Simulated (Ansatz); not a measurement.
The starting structures come from a database of crystals and need not be the phases stable at ambient conditions.

Inside the gap of an insulator the Bloch states are evanescent, with a wavenumber k + iκ along the transport direction.

Here is the system:

```yaml
crystal:
  lattice:
    - [5.75966, 0.00000, 0.00000]
    - [-0.96994, 6.76313, 0.00000]
    - [1.68295, 0.67723, 5.30753]
  atoms:
    - { symbol: In, position: [0.27140, 0.78130, 0.63210] }
    - { symbol: In, position: [0.72860, 0.21870, 0.36790] }
    - { symbol: H, position: [0.63830, 0.73760, 0.88420] }
    - { symbol: H, position: [0.36170, 0.26240, 0.11580] }
    - { symbol: H, position: [0.37850, 0.77900, 0.07040] }
    - { symbol: H, position: [0.62150, 0.22100, 0.92960] }
    - { symbol: As, position: [0.12130, 0.25920, 0.73840] }
    - { symbol: As, position: [0.87870, 0.74080, 0.26160] }
    - { symbol: O, position: [0.34960, 0.11060, 0.64410] }
    - { symbol: O, position: [0.65040, 0.88940, 0.35590] }
    - { symbol: O, position: [0.85360, 0.14800, 0.68940] }
    - { symbol: O, position: [0.14640, 0.85200, 0.31060] }
    - { symbol: O, position: [0.23800, 0.48100, 0.55360] }
    - { symbol: O, position: [0.76200, 0.51900, 0.44640] }
    - { symbol: O, position: [0.07090, 0.26190, 0.05680] }
    - { symbol: O, position: [0.92910, 0.73810, 0.94320] }
    - { symbol: O, position: [0.45670, 0.72300, 0.91300] }
    - { symbol: O, position: [0.54330, 0.27700, 0.08700] }
```

Space group of this cell: P-1. The cell is taken as given; by PBEsol its mean pressure is -5.0 GPa.

Transport runs along the normal of the first two printed cell vectors.

No gap correction and no spin-orbit coupling; mid-gap values are interpolated between computed energies.

### Question
Estimate the band gap and the smallest decay constant κ at mid-gap that PBEsol run with Ansatz (an electronic-structure program) returns for this system.

### Answer
Gap 2.04 eV on a 6×6×6 mesh; κ = 0.273 1/Å, at the zone centre.
